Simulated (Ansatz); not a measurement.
The reference is AlCr2C (space group P6_3/mmc, No. 194; a = 2.840 Å, c = 12.705 Å; non-magnetic). Axes: x lies along a and z along c of the hexagonal cell.

Computed with Ansatz (a program for electronic structure), PBE, PAW, cutoff 420 eV, scalar-relativistic without spin-orbit coupling.

Base values:

| Item | Value |
|---|---|
| Pressure | 0.0 GPa |

One thing is altered: uniaxial strain ε_zz = −2.04 %, all other strain components held at zero, atoms relaxed at fixed cell.

Task: Estimate the effect on the pressure and energy relative to the base.

Result: The pressure (mean of the normal stresses, compression positive) goes from zero to 4.2 GPa; the energy rises by 5.4 meV/atom.

Without a gap, meshes like the base's 19×19×4 leave anisotropic stresses uncertain by several tenths of a GPa, and small strain energies with them. Stability against distortions was not tested. Seeded moments were not kept for the base. All final runs are without spin polarisation.
